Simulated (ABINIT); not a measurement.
Input and output of a self-consistent single point for BaMg6W (P4/mmm, 8 atoms in the cell) (ABINIT).

Method of the run: LDA (PW92), norm-conserving pseudopotentials (PseudoDojo nc-sr-04 LDA standard) (plane waves; ABINIT 10.0.3).

The change in words: lattice scaled by 0.98. Reference geometry:
```
BaMg6W
1.0
    6.66290     0.00000     0.00000
    0.00000     6.66290     0.00000
    0.00000     0.00000     4.35240
Ba Mg W
1 6 1
Direct
  0.00000   0.00000   0.50000
  0.00000   0.50000   0.50000
  0.50000   0.00000   0.50000
  0.71138   0.28862   0.00000
  0.28862   0.71138   0.00000
  0.71138   0.71138   0.00000
  0.28862   0.28862   0.00000
  0.50000   0.50000   0.50000
```

Reference input (self-consistent single point, DFT, LDA (PW92), plane waves, norm-conserving pseudopotentials (PseudoDojo nc-sr-04 LDA standard)): pseudos = [Ba.upf, Mg.upf, W.upf]; ecut = 42 Ha; ixc = 7; occopt = 3; tsmear = 0.1 eV; ngkpt = 3 3 5; nshiftk = 1; shiftk = 0 0 0; potentials = PseudoDojo nc-sr-04 LDA standard; nband = 53; kptopt = 1; nstep = 50. This run's input differs from it in these lines:

```diff
@@ -5,5 +5,5 @@
 rprim
-        12.5910580855    0.0000000000    0.0000000000
-         0.0000000000   12.5910580855    0.0000000000
-         0.0000000000    0.0000000000    8.2248458745
+        12.3392369616    0.0000000000    0.0000000000
+         0.0000000000   12.3392369616    0.0000000000
+         0.0000000000    0.0000000000    8.0603489949
 natom 8
@@ -13,10 +13,10 @@
 xcart
-         0.0000000000    0.0000000000    4.1124229373
-         0.0000000000    6.2955290427    4.1124229373
-         6.2955290427    0.0000000000    4.1124229373
-         8.9570269009    3.6340311846    0.0000000000
-         3.6340311846    8.9570269009    0.0000000000
-         8.9570269009    8.9570269009    0.0000000000
-         3.6340311846    3.6340311846    0.0000000000
-         6.2955290427    6.2955290427    4.1124229373
+         0.0000000000    0.0000000000    4.0301744974
+         0.0000000000    6.1696184808    4.0301744974
+         6.1696184808    0.0000000000    4.0301744974
+         8.7778863897    3.5613505719    0.0000000000
+         3.5613505719    8.7778863897    0.0000000000
+         8.7778863897    8.7778863897    0.0000000000
+         3.5613505719    3.5613505719    0.0000000000
+         6.1696184808    6.1696184808    4.0301744974
 ecut 42
```

The program printed (abridged):

```
--- !BeginCycle
solver: {iscf: 7, nstep: 50, nline: 4, wfoptalg: 0, }
tolerances: {tolvrs: 1.00E-10, }
...

     iter   Etot(hartree)      deltaE(h)  residm     vres2
 ETOT  1  -459.13904541691    -4.591E+02 1.979E-01 2.060E+03
 ETOT  2  -458.93608982614     2.030E-01 7.232E-03 9.400E+03
 ETOT  3  -459.51852787457    -5.824E-01 2.155E-03 8.061E+02
 ETOT  4  -459.57776275351    -5.923E-02 7.431E-04 1.557E+01
 ETOT  5  -459.57986502692    -2.102E-03 3.726E-04 1.390E+00
   [... 7 lines left out ...]
 ETOT 13  -459.58008139727    -1.245E-11 3.597E-05 1.079E-08
 ETOT 14  -459.58008139726     1.648E-12 2.460E-05 2.726E-10
 ETOT 15  -459.58008139728    -1.484E-11 2.852E-05 3.569E-10
 ETOT 16  -459.58008139728    -1.478E-12 1.964E-05 3.822E-12
 At SCF step   16       vres2   =  3.82E-12 < tolvrs=  1.00E-10 =>converged.

 Cartesian components of stress tensor (hartree/bohr^3)
  sigma(1 1)= -8.70902203E-06  sigma(3 2)=  0.00000000E+00
  sigma(2 2)= -8.70902203E-06  sigma(3 1)=  0.00000000E+00
  sigma(3 3)=  2.32256683E-05  sigma(2 1)=  0.00000000E+00

 ----iterations are completed or convergence reached----

 reduced coordinates (array xred) for    8 atoms
       0.000000000000      0.000000000000      0.499999999994
       0.000000000000      0.500000000000      0.499999999994
       0.500000000000      0.000000000000      0.499999999994
       0.711379999997      0.288620000003     -0.000000000006
       0.288620000003      0.711379999997     -0.000000000006
       0.711379999997      0.711379999997     -0.000000000006
   [... lines left out ...]
 Fermi (or HOMO) energy (hartree) =   0.21654   Average Vxc (hartree)=  -0.35958
 Fermi (or HOMO) energy (eV) =   5.89244   Average Vxc (eV)=  -9.78471
   [... lines left out ...]
total_energy        : -4.59580081397281E+02
total_energy_eV     : -1.25058100093115E+04
band_energy         : -9.05545465275510E+01
...

-Cartesian components of stress tensor (GPa)         [Pressure= -5.6955E-02 GPa]
- sigma(1 1)= -2.56228231E-01  sigma(3 2)=  0.00000000E+00
- sigma(2 2)= -2.56228231E-01  sigma(3 1)=  0.00000000E+00
- sigma(3 3)=  6.83322637E-01  sigma(2 1)=  0.00000000E+00

 Calculation completed.
```

The run converged in 16 iterations. Against the reference run the free energy drops by 12.3 meV/atom, the pressure goes from -2.64 to -0.06 GPa and the largest force goes from 0.071 to 0.113 eV/Å.

The starting cell comes from a database of computed structures (which also holds hypothetical and non-ambient phases and stackings), without a prior relaxation at this level. Its lattice was rescaled by a random factor within 2.5 % of one. For this run, on top of that: lattice scaled by 0.98. Spin polarisation is off.

Cost on one core of a shared machine: roughly 7 min.
